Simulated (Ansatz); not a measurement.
The parent structure is AlN in the wurtzite structure (space group P6_3mc, No. 186).

```
CELL_PARAMETERS angstrom
      3.13023     0.00000     0.00000
     -1.56512     2.71086     0.00000
      0.00000     0.00000     5.01801
ATOMIC_POSITIONS crystal
  Al 0.33333 0.66667 0.00023
  Al 0.66667 0.33333 0.50023
  N  0.33333 0.66667 0.38177
  N  0.66667 0.33333 0.88177
```

Cartesian axes are those of the cell as printed.

Computed with Ansatz (a program for electronic structure), PBE, PAW, cutoff 420 eV, scalar-relativistic without spin-orbit coupling.

Strains are applied to the cell and any free atomic positions relax; under biaxial strain the out-of-plane vector relaxes too.

One change was made to it. Results:

```json
[
 {"quantity": "electron mass", "base": "–", "after": "0.28 mₑ out of plane, 0.32 mₑ in plane (at Γ)"},
 {"quantity": "valence-band top at Γ (three highest levels, from the VBM)", "base": "0.00, -0.20, -0.20 eV", "after": "0.00, 0.00, -0.13 eV"},
 {"quantity": "pressure (mean of the normal stresses, compression positive)", "base": "0.00 GPa", "after": "7.86 GPa"},
 {"quantity": "band gap", "base": "4.03 eV", "after": "4.39 eV"}
]
```

What was done to the base?
(A) biaxial strain −3.00 %, plane normal [001], relaxed out of plane
(B) biaxial strain −2.40 %, plane normal [001], relaxed out of plane
(C) biaxial strain −1.20 %, plane normal [001], relaxed out of plane
(D) biaxial strain −0.60 %, plane normal [001], relaxed out of plane

B, biaxial strain −2.40 %, plane normal [001], relaxed out of plane. For comparison, the electron mass in the other runs: biaxial strain −0.60 %, plane normal [001], relaxed out of plane gives 0.28 mₑ out of plane, 0.30 mₑ in plane (at Γ); biaxial strain −1.20 %, plane normal [001], relaxed out of plane gives 0.28 mₑ out of plane, 0.31 mₑ in plane (at Γ); biaxial strain −3.00 %, plane normal [001], relaxed out of plane gives 0.27 mₑ out of plane, 0.33 mₑ in plane (at Γ).

Effective masses come from finite differences of ±0.01 Å⁻¹. No phonon test of stability was made.
